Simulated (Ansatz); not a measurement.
Consider Tl in the hcp (Mg type) structure (space group P6_3/mmc, No. 194; a = 3.458 Å, c = 5.523 Å). Axes: x lies along a and z along c of the hexagonal cell.

The values are results of PBEsol in Ansatz (plane waves to 420 eV, PAW, no spin-orbit coupling), not measurements.

One thing is altered: the symmetric strain tensor [-0.0184 0.0031 -0.0075; 0.0031 -0.0088 0.0088; -0.0075 0.0088 0.0090], atoms relaxed at fixed cell.

Problem. How does this affect the energy relative to the base and largest internal atomic displacement?

Solution. The energy increases by 1.9 meV/atom; the largest internal atomic displacement comes out as 0.014 Å.

Without a gap, meshes like the base's 15×15×9 leave anisotropic stresses uncertain by several tenths of a GPa, and small strain energies with them. Stability against distortions was not tested.

Ansatz is a quantum-chemistry and plane-wave program.
